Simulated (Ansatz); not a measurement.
Tunnelling through a barrier is set by its complex band structure: the current falls as exp(−2κd) with the smallest κ.

Input:

```xyz
6
Lattice="3.2791 0.0000 0.0000 0.0000 12.7871 0.0000 1.6395 0.0000 2.8398" Properties=species:S:1:pos:R:3 pbc="T T T"
W      3.2791     3.1968     1.8932
W      1.6395     9.5903     0.9466
Se     1.6395     1.5125     0.9466
Se     3.2791    11.2746     1.8932
Se     3.2791     7.9061     1.8932
Se     1.6395     4.8810     0.9466
```

Space group of this cell: P6_3/mmc. The cell was relaxed by PBE-D3(BJ); by r2SCAN its mean pressure is 2.0 GPa.

Transport runs along the normal of the first two printed cell vectors, the (100) plane of the conventional cell.

The gap is the functional's own. No spin-orbit coupling. Mid-gap values are interpolated on the energy grid.

### Question
Predict the band gap and the smallest decay constant κ at mid-gap from r2SCAN (Ansatz, a quantum-chemistry and plane-wave program).

### Answer
Gap 1.03 eV on a 10×4×10 mesh; κ = 0.195 1/Å, at (0.300, 0.000) of the in-plane reciprocal vectors. At the zone centre, at the nearest computed energy, the slowest state has κ = 0.27 1/Å.
